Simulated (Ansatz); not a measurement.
Consider HfN in the rock salt structure (space group Fm-3m, No. 225).

```yaml
crystal:
  lattice:
    - [0.00000, 2.26274, 2.26274]
    - [2.26274, 0.00000, 2.26274]
    - [2.26274, 2.26274, 0.00000]
  atoms:
    - { symbol: N, position: [0.00000, 0.00000, 0.00000] }
    - { symbol: Hf, position: [0.50000, 0.50000, 0.50000] }
```

Cartesian axes are those of the cell as printed.

Level of theory: r2SCAN (Ansatz, an electronic-structure program), spin-orbit coupling left out.

For the base:

| Item | Value |
|---|---|
| Shortest interatomic distance | 2.263 Å |

Now apply this change: a free-standing slab of 5 layers (10 atoms, 2 a layer) is cut normal to the z axis, with 15 Å of vacuum and the in-plane cell held at bulk.

Problem. Estimate the effect on the change of the spacing d23 from its bulk value of 2.263 Å, excess energy per area of both faces, shortest interatomic distance and change of the spacing d12 from its bulk value of 2.263 Å.

Solution. The change of the spacing d23 from its bulk value of 2.263 Å amounts to -0.1 %; the excess energy per area of both faces (slab less bulk energy over the cell's area: twice a surface energy) amounts to 3.3 J/m² (uncertain by up to 0.2 J/m²); the shortest interatomic distance falls by 0.095 Å, from 2.263 Å to 2.168 Å; the change of the spacing d12 from its bulk value of 2.263 Å amounts to -0.5 %.

The excess energy carries the mismatch between the slab's and the bulk's meshes. Whether these cells are dynamically stable was not tested. All final runs are without spin polarisation. An odd electron count without spin: HfN.
